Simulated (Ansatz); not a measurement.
CO on the 1x1 (10-10) surface of wurtzite AlN (cut with top plane Al + N), one in a 2x1 cell, energies for each (31.4 Å²). Energies are against CO(g), without zero-point or thermal terms; each row is named by its start (#2, #3: further inequivalent places of a kind).

Host crystal: wurtzite AlN, with a band gap (PBE, scalar-relativistic without spin-orbit coupling).

These are PBE (plane waves to 420 eV, PAW; Ansatz, a program for electronic structure) values and carry that method's errors.

Model: 34-atom slab, 8.9 Å thick at the start under the adsorbate (thin: gaps and levels are the slab's own), 3x4x1 mesh, Fermi-Dirac 0.01 eV, dipole correction, 16 atoms held, the rest relaxed; each run with such symmetry as its start has; no spin, no spin-orbit, no U, no dispersion correction.

A negative adsorption energy means that the adsorbate is more stable on the surface than in its reference. Starts that drift may end in the same place. Heights count from the host atoms within 0.3 Å of the top one.

```tsv
starting site	E_ads (eV)	height (Å)	nearest host atom (Å)	bonded to	change of the vacuum step (eV)	lateral drift (Å)
top N	-0.72	1.60	Al 2.15	Al	0.19	1.7
top Al	-0.72	1.53	Al 2.15	Al	0.20	1.6
top Al #2	-0.14	2.51	Al 3.31	none within bonding distance	-0.32	1.4
hollow Al-Al-N-N	-0.72	1.61	Al 2.16	Al	0.16	2.7
hollow beside Al	-0.72	1.52	Al 2.15	Al	0.21	0.9
bridge Al-Al-Al-N (span 3.1 Å)	-0.20	2.26	Al 2.84	none within bonding distance	-0.23	0.5
```
